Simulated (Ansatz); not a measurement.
A computed series for PbZrO3: pressure series

Take PbZrO$_{3}$ in the cubic perovskite structure (space group Pm-3m, No. 221; a = 4.141 Å; a cell from a computed database, its experimental status unchecked) as the base.

Cell and atoms are relaxed at each pressure.

The values are results of Kohn–Sham DFT with the PBEsol functional, run in Ansatz (a first-principles code) with PAW and 420 eV plane waves, no spin-orbit coupling, not measurements.

Computed cases, in order: pressure −2 GPa; pressure −1 GPa; 0 GPa (base); pressure 0.3 GPa; pressure 0.7 GPa; pressure 1.5 GPa; pressure 3 GPa; pressure 5 GPa; pressure 7.5 GPa; pressure 10 GPa.

Question: Between which two neighbouring cases does the gap turn between direct and indirect?

Answer: Between pressure 0.7 GPa (2.35 eV, indirect, M → X) and pressure 1.5 GPa (2.36 eV, direct at X). The whole series: pressure −2 GPa: 2.30 eV, indirect, M → X; pressure −1 GPa: 2.32 eV, indirect, M → X; 0 GPa (base): 2.34 eV, indirect, M → X; pressure 0.3 GPa: 2.34 eV, indirect, M → X; pressure 0.7 GPa: 2.35 eV, indirect, M → X; pressure 1.5 GPa: 2.36 eV, direct at X; pressure 3 GPa: 2.36 eV, direct at X; pressure 5 GPa: 2.37 eV, direct at X; pressure 7.5 GPa: 2.37 eV, direct at X; pressure 10 GPa: 2.37 eV, direct at X.

With Pb present, leaving out spin-orbit coupling can change the band edges. Load acts through the strain it causes; cell and atoms are relaxed under it. Whether these cells are dynamically stable was not tested. Competing high-pressure phases were not computed. Many cubic perovskites are stable only at high temperature; tilts and polar distortions were not tested.
